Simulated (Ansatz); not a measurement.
**A computed series for hypothetical Fm-3m WTe2: pressure series**

Start from WTe2 (space group Fm-3m, No. 225; a = 6.6609 Å; a hypothetical phase, not in the database extracts checked).

Cell and atoms are relaxed at each pressure.

Level of theory: PBE (Ansatz, a quantum-chemistry and plane-wave program, PAW, no spin-orbit coupling), earlier PAW set.

```csv
P (GPa),V (Å³/atom)
-2.00,25.153
-1.00,24.882
3.01,23.928
6.99,23.135
15.00,21.874
30.00,20.236
50.00,18.745
75.00,17.421
100.01,16.429
```

Fit a third-order Birch–Murnaghan equation of state.

Least squares on P(V) = (3B₀/2)[(V₀/V)^(7/3) − (V₀/V)^(5/3)]·[1 + (3/4)(B₀′ − 4)((V₀/V)^(2/3) − 1)] gives V₀ = 24.61 Å³/atom, B₀ = 99 GPa and B₀′ = 4.5.

Load acts through the strain it causes; cell and atoms are relaxed under it. No phonon test of stability was made. Competing high-pressure phases were not computed. All final runs are without spin polarisation. WTe2 has a high density of states at the Fermi level and may be magnetic at this level.
